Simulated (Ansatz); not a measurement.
The reference is SiC in the zinc blende structure (space group F-43m, No. 216; a = 4.380 Å).

One thing is altered: an isotropic linear strain of −2.53 %; the atoms relax in the strained cell.

Levels (all Ansatz, an electronic-structure program, PAW, earlier PAW set): PBE (420 eV, without spin-orbit coupling); r2SCAN (500 eV, no SOC).

The geometry is relaxed with PBE.

* **PBE pressure**: 19.02 GPa
* **PBE band gap**: 1.30 eV
* **PBE electron mass**: 0.66 mₑ along k, 0.22 mₑ across (at X)
* **PBE smallest direct gap**: 4.61 eV

With r2SCAN at the same geometry, the pressure falls by 3.41 GPa to 15.61 GPa; the band gap increases by 0.37 eV, from 1.30 eV to 1.67 eV; the electron mass goes from 0.66 mₑ along k, 0.22 mₑ across (at X) to 0.62 mₑ along k, 0.22 mₑ across (at X); the smallest direct gap increases by 0.52 eV (4.61 eV → 5.13 eV).

Single points use the geometry relaxed with PBE. Their cutoffs differ, which shifts pressures a little. Masses are band curvatures over ±0.01 Å⁻¹ around the edge. Along k means along the line from Γ to the band edge. Whether these cells are dynamically stable was not tested.
